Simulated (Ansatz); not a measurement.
Given:

```xyz
2
Lattice="2.9095 0.0000 0.0000 -1.4548 2.5197 0.0000 0.0000 0.0000 4.6064" Properties=species:S:1:pos:R:3 pbc="T T T"
Ti     0.0000     1.6798     3.4548
Ti     1.4548     0.8399     1.1516
```

No spin polarisation.

Calculations: DFT with PBE, PAW potentials and a 420 eV plane-wave cutoff in Ansatz (a program for electronic structure), scalar-relativistic without spin-orbit coupling, earlier PAW set. Settings: 23×23×13 k-points, 0.1 eV Fermi–Dirac smearing.

Task: Estimate the pressure (mean of the normal stresses, compression positive).

Result: 3.6 GPa.

Task: Estimate the band gap.

Result: Zero.

Task: What is the computed space group?

Result: P6_3/mmc (No. 194).

The cells carry an imposed strain or load. No phonon test of stability was made. All final runs are without spin polarisation. The cell was made from Ti in the hcp (Mg type) structure (space group P6_3/mmc, No. 194) by this change: isotropic strain −1.02 %.
